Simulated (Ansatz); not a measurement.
Base system: TiO₂ in the anatase structure (space group I4_1/amd, No. 141; a = 3.7698 Å, c = 9.5518 Å).

Modification: a hydrostatic pressure of 18 GPa.

Levels (all Ansatz, a program for electronic structure, PAW): PBEsol (420 eV, no spin-orbit coupling); r2SCAN (500 eV, no spin-orbit coupling); HSE06 (420 eV, spin-orbit coupling left out).

At the geometry relaxed with PBEsol, these levels gave the following band gaps, in shuffled order: (a) 1.89 eV, (b) 3.45 eV, (c) 2.35 eV.

Q: Match each gap to its level.

A: (a) PBEsol; (b) HSE06; (c) r2SCAN.

Single points use the geometry relaxed with PBEsol. The hybrid gap comes from the SCF mesh plus the semilocal run's edge points and a few special points and is an upper bound. Load acts through the strain it causes; cell and atoms are relaxed under it. Whether these cells are dynamically stable was not tested. Competing high-pressure phases were not computed. The final runs are not spin-polarised.
